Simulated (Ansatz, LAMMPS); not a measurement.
Si well of 21 atomic layers along [001] in random Si0.8Ge0.2, interfaces graded over 8 layers

Cell 16.58 × 16.58 × 65.86 Å, Si759Ge105, 864 atoms. Prepared with Tersoff's 1989 multicomponent potential (SiCGe.tersoff) (LAMMPS): minimisation. 

Computed with PBE, support functions at accuracy medium on the grid of 370 eV (norm-conserving potentials; Ansatz, a program for electronic structure).

Basis: localised support functions (accuracy medium) on a full density matrix. k-points: zone centre alone; occupations: Fermi-Dirac, 0.010 eV; spin polarisation not allowed. Scalar-relativistic, no spin-orbit coupling.

The Kohn-Sham gap of the cell on its k-mesh comes out as 0.46 eV and the weight of the highest filled level on the well comes out as 0.37. The weight of the lowest empty level on the well is 0.96, the coordination (neighbours within 2.851 Å) is 100.0 % 4-fold and the Ge-Ge bonds, mean ± spread is 2.466 ± 0.004 Å. The Ge-Si bonds, mean ± spread comes out as 2.421 ± 0.006 Å and the Si-Si bonds, mean ± spread comes out as 2.378 ± 0.005 Å. The bond angles, mean ± spread is 109.5° ± 0.9° and the pressure is -0.71 GPa. The cost of the final run comes out as around 60 core-minutes (rough), 17 SCF iterations, 17 GiB.
